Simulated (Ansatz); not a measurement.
The parent structure is MgSe in the rock salt structure (space group Fm-3m, No. 225; a = 5.450 Å).

The change: the cell is scaled by 1.0573 in all directions; the atoms relax in the strained cell.

Levels (all Ansatz, a quantum-chemistry and plane-wave program, PAW): PBEsol (420 eV, no SOC); HSE06+SOC (420 eV, with spin-orbit coupling).

The geometry is relaxed with PBEsol.

```
Item                                       Result
----------------------------  -------------------
PBEsol band gap                           1.51 eV
PBEsol valence-band top at Γ  0.00, 0.00, 0.00 eV
```

**Question.** What does HSE06+SOC give at this geometry for the band gap and valence-band top at Γ?

**Answer.** The band gap goes up by 0.69 eV (1.51 eV → 2.20 eV); the valence-band top at Γ (three highest Kramers pairs, from the VBM) becomes 0.00, 0.00, -0.44 eV (PBEsol: 0.00, 0.00, 0.00 eV). The threefold valence maximum splits by Δso ≈ 0.44 eV.

Single points use the geometry relaxed with PBEsol. HSE06 was sampled on its mesh, a few special points and the semilocal edge points, so its gap is an upper bound. Differences between runs with and without spin-orbit coupling are approximate. Whether these cells are dynamically stable was not tested.
